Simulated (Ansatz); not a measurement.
All values below come from PBE (plane waves to 420 eV, PAW; Ansatz, a first-principles code).

Electrostatic potential energy of an electron, averaged over planes parallel to the surface, in eV from the Fermi level, for F on the 1x1 (0001) surface of hcp Y, one in a 1x1 cell, started at the site 'hollow Y-Y-Y over Y at depth 2.8 Å':

| z (Å) | V (eV) |
|---|---|
| 5.54 | 3.33 |
| 5.83 | 3.33 |
| 6.12 | 3.31 |
| 6.42 | 3.29 |
| 6.71 | 3.24 |
| 7.00 | 3.16 |
| 7.29 | 3.02 |
| 7.58 | 2.77 |
| 7.88 | 2.34 |
| 8.17 | 1.62 |
| 8.46 | 0.45 |
| 8.75 | -1.51 |
| 9.04 | -5.31 |
| 9.33 | -10.01 |
| 9.62 | -12.87 |
| 9.92 | -12.80 |
| 10.21 | -9.81 |
| 10.50 | -4.90 |
| 10.79 | -0.92 |
| 11.08 | 0.51 |
| 11.38 | 0.17 |
| 11.67 | -2.21 |
| 11.96 | -6.92 |
| 12.25 | -11.12 |
| 12.54 | -12.76 |
| 12.83 | -11.38 |
| 13.12 | -7.36 |
| 13.42 | -2.61 |
| 13.71 | 0.00 |
| 14.00 | 0.66 |
| 14.29 | -0.23 |
| 14.58 | -3.25 |
| 14.88 | -8.12 |
| 15.17 | -11.84 |
| 15.46 | -12.78 |
| 15.75 | -10.69 |
| 16.04 | -6.16 |
| 16.33 | -1.55 |
| 16.62 | 0.63 |
| 16.92 | 0.98 |
| 17.21 | -0.34 |
| 17.50 | -4.02 |
| 17.79 | -9.23 |
| 18.08 | -12.93 |
| 18.38 | -13.73 |
| 18.67 | -11.60 |
| 18.96 | -9.04 |
| 19.25 | -7.12 |
| 19.54 | -5.17 |
| 19.83 | -1.92 |
| 20.12 | 1.58 |
| 20.42 | 2.50 |
| 20.71 | 2.81 |
| 21.00 | 2.92 |
| 21.29 | 2.97 |
| 21.58 | 2.99 |
| 21.88 | 2.99 |
| 22.17 | 3.00 |
| 22.46 | 3.00 |
| 22.75 | 3.00 |
| 23.04 | 3.00 |
| 23.33 | 3.00 |
| 23.62 | 3.00 |
| 23.92 | 3.00 |

Slab: 5 atoms, 8.4 Å thick at the start under the adsorbate (thin: gaps and levels are the slab's own); k 10x10x1, smearing 0.1 eV, dipole-corrected; 2 atoms held, the rest relaxed; symmetry of the start imposed; no spin, no spin-orbit, no U, no dispersion correction. At the end it is bonded to 3 Y. In PBE this state lies 0.09 eV over the lowest of the starts that converged ('bridge Y-Y (span 3.7 Å)').

Q: The surface cell has an area of 11.59 Å². What dipole along the normal does the step between the two vacuum levels imply?

A: the top vacuum level lies 0.34 eV below the bottom one; p = −ε₀ A ΔV (ε₀ = 0.005526 e/(V·Å)) gives 0.02 e·Å a cell.
